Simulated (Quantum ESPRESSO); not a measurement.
Worked example: self-consistent single point of V (Im-3m, 1 atom in the cell) in Quantum ESPRESSO.

Computed with LDA (PZ), GBRV 1.5 ultrasoft (LDA) pseudopotentials (plane waves; Quantum ESPRESSO).

```xyz
1
Lattice="1.5282 1.5282 1.5282 -1.5282 1.5282 1.5282 -1.5282 -1.5282 1.5282" Properties=species:S:1:pos:R:3 pbc="T T T"
V      0.0000     0.0000     0.0000
```

Reference input (self-consistent single point, DFT, PBE, plane waves, SSSP 1.1.2 efficiency (PBE) pseudopotentials): ecutwfc = 50 Ry; ecutrho = 400 Ry; occupations = smearing; smearing = gaussian; degauss = 0.0099958 Ry; potentials = {V: v_pbe_v1.4.uspp.F.UPF}; K_POINTS = automatic 20 20 20 0 0 0; conv_thr = 1e-10 Ry. This run's input differs from it in these lines:

```diff
@@ -23,3 +23,3 @@
 ATOMIC_SPECIES
-V     50.9415  v_pbe_v1.4.uspp.F.UPF
+V     50.9415  v_lda_v1.4.uspp.F.UPF
 ATOMIC_POSITIONS crystal
```

Output (repeated stretches shortened):

```
     Self-consistent Calculation

     iteration #  1     ecut=    50.00 Ry     beta= 0.70

     Threshold (ethr) on eigenvalues was too large:
     Diagonalizing with lowered threshold

     negative rho (up, down):  6.300E-04 0.000E+00

     total energy              =    -145.03648995 Ry
     estimated scf accuracy    <       0.07418373 Ry

     iteration #  2     ecut=    50.00 Ry     beta= 0.70

     negative rho (up, down):  5.577E-04 0.000E+00

     total energy              =    -145.05420738 Ry
     estimated scf accuracy    <       0.09065021 Ry

     iteration #  3     ecut=    50.00 Ry     beta= 0.70

     negative rho (up, down):  5.683E-04 0.000E+00

     total energy              =    -145.07213718 Ry
     estimated scf accuracy    <       0.00005855 Ry

   [... 3 blocks of this kind left out ...]

     iteration #  7     ecut=    50.00 Ry     beta= 0.70

     negative rho (up, down):  5.744E-04 0.000E+00

     total energy              =    -145.07218619 Ry
     estimated scf accuracy    <          1.3E-09 Ry

     iteration #  8     ecut=    50.00 Ry     beta= 0.70

     negative rho (up, down):  5.744E-04 0.000E+00
     End of self-consistent calculation

     Number of k-points >= 100: set verbosity='high' to print the bands.

     the Fermi energy is    15.1676 ev

!    total energy              =    -145.07218619 Ry
     estimated scf accuracy    <          1.1E-11 Ry
     smearing contrib. (-TS)   =      -0.00127717 Ry
     internal energy E=F+TS    =    -145.07090902 Ry

     convergence has been achieved in   8 iterations

     negative rho (up, down):  5.744E-04 0.000E+00

     Forces acting on atoms (cartesian axes, Ry/au):

     atom    1 type  1   force =     0.00000000    0.00000000    0.00000000

     Total force =     0.000000     Total SCF correction =     0.000000

     negative rho (up, down):  5.744E-04 0.000E+00
          total   stress  (Ry/bohr**3)                   (kbar)     P=     -212.91
  -0.00144736   0.00000000  -0.00000000         -212.91        0.00       -0.00
   0.00000000  -0.00144736   0.00000000            0.00     -212.91        0.00
  -0.00000000   0.00000000  -0.00144736           -0.00        0.00     -212.91

   JOB DONE.
```

The run converged in 8 iterations. Against the reference run the pressure goes from -9.71 to -21.29 GPa.

The starting cell comes from a database of computed structures (which also holds hypothetical and non-ambient phases and stackings), without a prior relaxation at this level. Its lattice was rescaled by a random factor within 2.5 % of one. Spin polarisation is off. With a pressure of about -21 GPa the cell is away from its equilibrium volume at this level.

Cost on one core of a shared machine: roughly 50 s.
